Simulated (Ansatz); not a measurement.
Worked example: self-consistent single point of AlCr2C (P6_3/mmc, 8 atoms in the cell) in Ansatz (a program for electronic structure).

Method of the run: LDA (PW92), default PAW files made with PBE (plane waves; Ansatz).

```
AlCr2C
1.0
    2.78272     0.00000     0.00000
   -1.39136     2.40991     0.00000
    0.00000     0.00000    12.41235
Al Cr C
2 4 2
Direct
  0.66667   0.33333   0.25000
  0.33333   0.66667   0.75000
  0.33333   0.66667   0.41494
  0.66667   0.33333   0.58506
  0.66667   0.33333   0.91494
  0.33333   0.66667   0.08506
  0.00000   0.00000   0.50000
  0.00000   0.00000   0.00000
```

Reference input (self-consistent single point, DFT, PBE, plane waves, default PAW files): kpoints.mp_grid.grid = 9 9 2; hamiltonian.xc = pbe; hamiltonian.pseudopotentials = {kind: paw} (the program's default PAW files); scf.occupations.method = fermi_dirac; scf.occupations.width = 0.136 eV. This run's input differs from it in these lines:

Ansatz 0.2 input:
```diff
@@ -18,3 +18,3 @@
 hamiltonian:
-  xc: pbe
+  xc: lda
   pseudopotentials: { kind: paw }
```

Log, with long lists cut:

```
SCF iter   1: F=—  HF=-14806.125624 eV  |F-HF|=—  |Δ(HF+E_count)|=         —  Δρ=1.01e-2  dr2=3.46e-2  ethr=1.77e-3  ⟨swp⟩=5.5  Hψ=3841  notcnv=0
all-band conjugate gradients solve this SCF's bands
preconditioner: auto → Kerker (q_TF=auto, 2.651 Å⁻¹)
SCF iter   2: F=—  HF=-14806.117533 eV  |F-HF|=—  |Δ(HF+E_count)|=   8.09e-3  Δρ=4.67e-3  dr2=7.29e-3  ethr=4.94e-5  ⟨swp⟩=2.7  Hψ=1846  notcnv=0
   [... lines left out ...]
SCF iter   5: F=—  HF=-14806.115440 eV  |F-HF|=—  |Δ(HF+E_count)|=   3.35e-5  Δρ=9.68e-5  dr2=6.27e-6  ethr=1.77e-7  ⟨swp⟩=2.0  Hψ=1438  notcnv=0
SCF iter   6: F=—  HF=-14806.115423 eV  |F-HF|=—  |Δ(HF+E_count)|=   1.66e-5  Δρ=3.28e-5  dr2=9.51e-7  ethr=8.96e-9  ⟨swp⟩=2.1  Hψ=1493  notcnv=0
SCF iter   7: F=—  HF=-14806.115423 eV  |F-HF|=—  |Δ(HF+E_count)|=   1.50e-7  Δρ=1.28e-5  dr2=1.65e-7  ethr=1.36e-9  ⟨swp⟩=2.3  Hψ=1340  notcnv=0
SCF iter   8: F=-14806.115423 eV  HF=-14806.115423 eV  |F-HF|=2.68e-9  |Δ(HF+E_count)|=   3.43e-8  Δρ=2.97e-6  dr2=5.71e-9  ethr=1.43e-10  ⟨swp⟩=4.1  Hψ=3273  notcnv=0
SCF 1 converged in 8 iterations: F = -14806.115423 eV  dr2 = 5.71e-9
Free energy (F): -14806.115423 eV
Internal energy: -14805.732845 eV  (E = F + TS)
E sigma→0 (E₀):  -14805.924134 eV
Entropy (-TS):   -0.382578 eV (-47.822 meV/atom)
Fermi energy:    15.625676 eV
--- Forces (eV/Å), atoms counted from 1 ---
  atom   1  Al     0.00000000    -0.00000000     0.00000000
  atom   2  Al    -0.00000000     0.00000000     0.00000000
  atom   3  Cr     0.00000000     0.00000000    -0.05238998
  atom   4  Cr    -0.00000000    -0.00000000     0.05238998
  atom   5  Cr    -0.00000000    -0.00000000    -0.05238998
  atom   6  Cr     0.00000000     0.00000000     0.05238998
  atom   7  C     -0.00000000    -0.00000000     0.00000000
  atom   8  C     -0.00000000    -0.00000000     0.00000000
--- Stress (GPa, compression-positive) ---
        2.513568      -0.000000       0.000000
        0.000000       2.513568       0.000000
        0.000000       0.000000       3.692386
  P = ⅓ Tr σ = 2.9065 GPa (29.065 kbar)
  The stress holds the Pulay correction. Without it, at fixed plane waves, as pw.x and ABINIT print it: P = 2.6161 GPa
```

The run converged in 8 iterations. Against the reference run the pressure goes from 16.10 to 2.91 GPa and the largest force goes from 0.540 to 0.052 eV/Å.

The starting cell comes from a database of computed structures (which also holds hypothetical and non-ambient phases and stackings), without a prior relaxation at this level. Its lattice was rescaled by a random factor within 2.5 % of one. Spin polarisation is off. Ansatz's pressure includes its estimate of the finite-basis (Pulay) stress.
